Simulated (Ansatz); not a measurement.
Hf on the O site in monoclinic HfO2 (start: the O(1,3-fold) site; 96-site cell, 2×2×2 shifted sampling). All values below come from PBE, PAW (plane waves to 420 eV; Ansatz, a program for electronic structure). Total energies of the localised charge states, counted from that of charge +4, and their image corrections (point charge with alignment); the host's valence-band maximum lies at 13.691 eV on the cells' energy zero and its gap is 4.04 eV.

```tsv
charge	moment (μB)	E − E(first) (eV)	correction (eV)
+4	not spin-polarised	0.000	2.589
+3	1.0	16.783	1.700
+2	0.0	33.924	0.956
+1	1.0	51.381	0.409
0	not spin-polarised	68.934	0.000
```

Q: Derive the transition levels above the valence-band maximum and say which of them are thermodynamic.

A: A level is the Fermi energy at which two charges have equal formation energy: ε(q/q′) = [E(q′) + corr(q′) − E(q) − corr(q)] / (q − q′) − E_VBM.
ε(+4/+3) = [(16.783 + 1.700) − (0.000 + 2.589)] / 1 − 13.691 = 2.20 eV
ε(+3/+2) = [(33.924 + 0.956) − (16.783 + 1.700)] / 1 − 13.691 = 2.71 eV
ε(+2/+1) = [(51.381 + 0.409) − (33.924 + 0.956)] / 1 − 13.691 = 3.22 eV
ε(+1/0) = [(68.934 + 0.000) − (51.381 + 0.409)] / 1 − 13.691 = 3.45 eV
Thermodynamic levels at least 0.1 eV inside the gap: (+4/+3) at 2.20 eV; (+3/+2) at 2.71 eV; (+2/+1) at 3.22 eV; (+1/0) at 3.45 eV. Corrections reach 2.59 eV, so the outer levels may be off by several tenths of an eV. Only the charges listed were compared. The geometries come from one start. Flagged in the runs: a host whose relaxation on this sampling wasn't shown to rest.
